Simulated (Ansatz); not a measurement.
# InP, response to strain

Take InP in the zinc blende structure (space group F-43m, No. 216; a = 5.9595 Å) as the base.

Strains are applied to the cell and any free atomic positions relax.

All numbers come from plane-wave PAW DFT at the PBE level (Ansatz, an electronic-structure program, 420 eV), no spin-orbit coupling.

Before the change:

| Quantity | Value |
|---|---|
| Band gap | 0.44 eV |

### Question
The aim is a band gap between 0.17 eV and 0.24 eV. Which of these changes reaches it?
A. isotropic strain −0.50 %
B. isotropic strain +1.50 %
C. isotropic strain −1.50 %
D. isotropic strain −2.50 %

### Answer
B, isotropic strain +1.50 %. It gives 0.20 eV; isotropic strain −0.50 % gives 0.52 eV; isotropic strain −2.50 % gives 0.86 eV; isotropic strain −1.50 % gives 0.69 eV. Changes not listed may reach it too

Whether these cells are dynamically stable was not tested. The zero or small gap of InP under isotropic strain +1.50 % can change with the level of theory.
